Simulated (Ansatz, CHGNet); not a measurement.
# L1₂ (Cu3Au-type) Pt3Ti: properties by level of theory

Reference values: lattice constant a 3.916 Å (measured, temperature not stated, not corrected to a static lattice; as tabulated in Molecular Dynamics Simulations of PtTi High-Temperature Shape Memory Alloys …).

```tsv
level (code)	equilibrium lattice constant a (Å)	enthalpy of formation (eV/atom)
CHGNet-r²SCAN	3.925	-0.930
PBEsol (Ansatz)	3.900	-0.881
revPBE (Ansatz)	…	-0.849
PBE-D3(BJ) (Ansatz)	3.904	-0.880
r²SCAN (Ansatz)	3.921	-0.918
```

Q: Fill in the missing entries.

A: 
- revPBE (Ansatz, a first-principles code), equilibrium lattice constant a (Å): 3.965

Machine-learned potentials (CHGNet-r²SCAN) are trained on DFT data: a solid inside that data is no test of them.

Ansatz's density-functional and Hartree–Fock values are scalar-relativistic unless marked +SOC, with PAW data made under PBE.

The crystal itself was run without spin with PBEsol, revPBE, PBE-D3(BJ), r²SCAN; a magnetic state was not tried in these runs.

Static lattice: no zero-point or thermal effects.
